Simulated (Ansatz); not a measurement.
Take WC (space group Pm-3m, No. 221; a = 4.185 Å; a hypothetical phase, not in the database extracts checked) as the base.

It is then changed as follows: cell and atoms relaxed at a pressure of 10 GPa.

Levels (all Ansatz, a quantum-chemistry and plane-wave program, PAW): PBEsol (420 eV, without spin-orbit coupling); PBEsol+SOC (420 eV, with spin-orbit coupling).

The geometry is relaxed with PBEsol.

- PBEsol pressure = 10.0 GPa

Q: How does going to PBEsol+SOC change the pressure?

A: The pressure shrinks by 0.6 GPa, from 10.0 GPa to 9.4 GPa.

Single points use the geometry relaxed with PBEsol. Differences between runs with and without spin-orbit coupling are approximate. Load acts through the strain it causes; cell and atoms are relaxed under it. Whether these cells are dynamically stable was not tested. Competing high-pressure phases were not computed. The runs without spin-orbit coupling are not spin-polarised.
